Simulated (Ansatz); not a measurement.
Electronic density of states of amorphous Ti$_{20}$O$_{43}$La$_{2}$, density 3.79 g/cm³, on a 2×2×2 Γ-centred mesh with a Gaussian width of 0.1 eV; energies count from the Fermi level, whose place inside the gap is arbitrary. Cell and mesh are small, so fine structure isn't converged. Computed with PBE, scalar-relativistic without spin-orbit coupling (plane waves to 420 eV, PAW; Ansatz, a program for electronic structure). Sampling: a 2×2×2 Γ-centred mesh; Fermi-Dirac width 0.02 eV; no spin polarisation.

A CHGNet melt-quench gave the starting glass, which DFT then relaxed. O atoms were pushed apart under 1.9 Å during the dynamics, to hinder bonds among them. The hot cell started wider than the set density and was brought back towards it in steps. It is the lowest in DFT energy of 2 quenches. It is a model cell: composition and starting density were chosen by hand, and all elements were melted together. No dispersion term was used. Its density started from a set value of 3.90 and ended at 3.79 g/cm³. Cooling (nominally 300 K/ps over its main leg) ran many orders faster than in experiment, which tends to leave more defects and strain. A cell of this size samples the disorder only roughly. Volume and shape were free in the relaxation.

(E - EF (eV), states/(eV atom)): (-12.00, 0.00); (-11.90, 0.00); (-11.80, 0.00); (-11.70, 0.00); (-11.60, 0.00); (-11.50, 0.00); (-11.40, 0.00); (-11.30, 0.00); (-11.20, 0.00); (-11.10, 0.00); (-11.00, 0.00); (-10.90, 0.00); (-10.80, 0.00); (-10.70, 0.00); (-10.60, 0.00); (-10.50, 0.00); (-10.40, 0.00); (-10.30, 0.00); (-10.20, 0.00); (-10.10, 0.00); (-10.00, 0.00); (-9.90, 0.00); (-9.80, 0.00); (-9.70, 0.00); (-9.60, 0.00); (-9.50, 0.00); (-9.40, 0.00); (-9.30, 0.00); (-9.20, 0.00); (-9.10, 0.00); (-9.00, 0.00); (-8.90, 0.00); (-8.80, 0.00); (-8.70, 0.00); (-8.60, 0.00); (-8.50, 0.00); (-8.40, 0.00); (-8.30, 0.00); (-8.20, 0.00); (-8.10, 0.00); (-8.00, 0.00); (-7.90, 0.00); (-7.80, 0.00); (-7.70, 0.00); (-7.60, 0.00); (-7.50, 0.00); (-7.40, 0.00); (-7.30, 0.00); (-7.20, 0.00); (-7.10, 0.00); (-7.00, 0.00); (-6.90, 0.00); (-6.80, 0.00); (-6.70, 0.00); (-6.60, 0.00); (-6.50, 0.00); (-6.40, 0.00); (-6.30, 0.00); (-6.20, 0.02); (-6.10, 0.12); (-6.00, 0.20); (-5.90, 0.32); (-5.80, 0.49); (-5.70, 0.53); (-5.60, 0.65); (-5.50, 0.79); (-5.40, 0.88); (-5.30, 0.90); (-5.20, 0.91); (-5.10, 0.96); (-5.00, 1.05); (-4.90, 1.08); (-4.80, 1.05); (-4.70, 1.01); (-4.60, 1.00); (-4.50, 1.07); (-4.40, 1.09); (-4.30, 1.01); (-4.20, 0.92); (-4.10, 0.90); (-4.00, 0.84); (-3.90, 0.81); (-3.80, 0.85); (-3.70, 0.88); (-3.60, 0.87); (-3.50, 0.88); (-3.40, 0.89); (-3.30, 0.88); (-3.20, 0.90); (-3.10, 0.89); (-3.00, 0.91); (-2.90, 0.92); (-2.80, 0.88); (-2.70, 0.87); (-2.60, 0.94); (-2.50, 0.92); (-2.40, 0.94); (-2.30, 0.92); (-2.20, 0.88); (-2.10, 0.88); (-2.00, 0.92); (-1.90, 0.94); (-1.80, 0.84); (-1.70, 0.74); (-1.60, 0.69); (-1.50, 0.48); (-1.40, 0.30); (-1.30, 0.09); (-1.20, 0.01); (-1.10, 0.00); (-1.00, 0.00); (-0.90, 0.00); (-0.80, 0.00); (-0.70, 0.00); (-0.60, 0.00); (-0.50, 0.00); (-0.40, 0.00); (-0.30, 0.00); (-0.20, 0.00); (-0.10, 0.00); (0.00, 0.00); (0.10, 0.00); (0.20, 0.00); (0.30, 0.00); (0.40, 0.00); (0.50, 0.00); (0.60, 0.00); (0.70, 0.00); (0.80, 0.00); (0.90, 0.00); (1.00, 0.00); (1.10, 0.00); (1.20, 0.01); (1.30, 0.13); (1.40, 0.45); (1.50, 0.63); (1.60, 0.63); (1.70, 0.73); (1.80, 0.89); (1.90, 0.91); (2.00, 0.86); (2.10, 0.95); (2.20, 0.99); (2.30, 1.00); (2.40, 1.04); (2.50, 1.01)

The gap on this mesh is 2.72 eV; the broadening fills part of it in the curve.
